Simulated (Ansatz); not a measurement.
System: Si-vacancy pair (Si on one host W site, one W site vacant) in bcc W (neutral cell). Method: PBE, PAW (plane waves to 420 eV; Ansatz, a program for electronic structure).

Cell of 36 host sites held at the relaxed PBE lattice; a 2×2×3 k-point mesh shifted by half a step; Fermi-Dirac width 0.10 eV, spin-restricted; finite-size errors left in. No zero-point or tunnelling terms. Spin-orbit coupling is left out. Forms of the defect that were not tried may lie lower.

Barriers: single points on a 3×3×5 k-point mesh shifted by half a step at the bands' geometries (they differ from the bands' own by up to 0.12 eV, and are uncertain by about as much).

The step: a nearby W atom hops onto the vacant site (Si-vacancy distance between ideal sites 2.76 → 3.18 Å). Atoms about the jump, Cartesian Å from the middle of the jump, before and after:

```csv
atom,x0,y0,z0,x1,y1,z1
W1,-0.78,-0.78,0.77,0.78,0.78,-0.77
W2,-2.39,0.81,-0.78,-2.37,0.78,-0.77
W3,0.81,-2.39,-0.78,0.78,-2.37,-0.77
Si4,-0.68,-0.68,-2.27,-0.79,-0.79,-2.37
W5,0.81,0.81,2.38,0.78,0.78,2.38
W6,-0.77,2.37,0.78,-0.79,2.37,0.81
W7,2.37,-0.77,0.78,2.37,-0.79,0.81
```

Problem. Give the saddle-point geometry and the barrier.

Solution. 
| atom | x | y | z |
|---|---|---|---|
| W1 | -0.17 | -0.18 | 0.12 |
| W2 | -2.45 | 0.84 | -0.83 |
| W3 | 0.84 | -2.45 | -0.83 |
| Si4 | -0.78 | -0.78 | -2.40 |
| W5 | 0.82 | 0.82 | 2.46 |
| W6 | -0.80 | 2.41 | 0.82 |
| W7 | 2.41 | -0.81 | 0.82 |
It lies 1.65 eV above the start and 1.53 eV above the end. The saddle point's order was not checked, and it lies on a symmetry element of the cell, where a band can be held.
